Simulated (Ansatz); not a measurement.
SrO (Fm-3m) under biaxial stress in (111) (compression positive): electron conductivity mass by r2SCAN, rigid bands (plane waves, PAW, scalar-relativistic; Ansatz, a program for electronic structure). The unloaded cell, whose axes the loads refer to:

```xyz
2
Lattice="0.0000 2.5612 2.5612 2.5612 0.0000 2.5612 2.5612 2.5612 0.0000" Properties=species:S:1:pos:R:3 pbc="T T T"
Sr     0.0000     0.0000     0.0000
O      2.5612     2.5612     2.5612
```

```tsv
biaxial stress in (111) (compression positive) (GPa)	volume per atom (Å³)	electron conductivity mass (mₑ)
-7.2	17.76	0.532
-3.6	17.25	0.523
-1.8	17.02	0.519
0	16.80	?
1.8	16.59	0.512
3.6	16.39	0.508
5.4	16.20	0.505
```

**Question.** Fit a straight line to ln(electron conductivity mass) against the load over the rows given, and predict the row at 0 GPa.

**Answer.** The means are x̄ = -0.300 GPa and ȳ = -0.6608; Σ(x − x̄)(y − ȳ) = -0.4640 and Σ(x − x̄)² = 112.9, so the slope is -0.411 % per GPa, and the rows given lie within 0.14 % of the line. At 0 GPa the line gives 0.516 mₑ; the calculation gives 0.515 mₑ, 0.15 % from it.

Masses are for dilute carriers at 300 K, harmonic means over directions unless an axis is named. Spin-orbit coupling is left out. Stresses and pressures are the targets of the relaxation. The structure type is held at every load. Geometry: cell and atoms relaxed with PBEsol.
